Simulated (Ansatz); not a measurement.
# A constructed model of the (100) surface of fcc Pt, a layer of Hf in place of the second plane (bottom of the slab: a bare face, its two planes held)

All values below come from PBE (plane waves to 420 eV, PAW; Ansatz, a program for electronic structure).

Slab: 6 atoms, 10.4 Å thick at the start (thin: gaps and levels are the slab's own); k 13x13x1, smearing 0.1 eV, dipole-corrected; 2 atoms held, the rest relaxed; start symmetry kept, larger cells not searched; no spin, no spin-orbit, no U. It is one candidate, not shown to be the stable structure of the face.

The work function of the top face comes out as 4.42 eV and the energy released by relaxation is 0.38 eV. The cost is around 4 core-minutes (rough).
